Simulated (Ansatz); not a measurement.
The reference is BeTe in the zinc blende structure (space group F-43m, No. 216; a = 5.604 Å).

Levels (all Ansatz, a quantum-chemistry and plane-wave program, PAW): PBEsol (420 eV, no spin-orbit coupling); HSE06 (420 eV, scalar-relativistic without spin-orbit coupling).

Its gap is 1.84 eV with PBEsol and 2.62 eV with HSE06.

Modification: S takes the place of Te on all its sites; the structure is relaxed again.

With PBEsol the gap becomes 2.91 eV.

**Question.** If the HSE06 correction stayed the same, what would the HSE06 gap be, and what does the HSE06 run give?

**Answer.** A rigid correction of +0.78 eV gives 3.69 eV. The HSE06 run gives 4.04 eV, so the correction itself changes by +0.35 eV.

Single points use the geometry relaxed with PBEsol. The hybrid gap comes from the SCF mesh plus the semilocal run's edge points and a few special points and is an upper bound. With Te present, leaving out spin-orbit coupling can change the band edges. Stability against distortions was not tested.
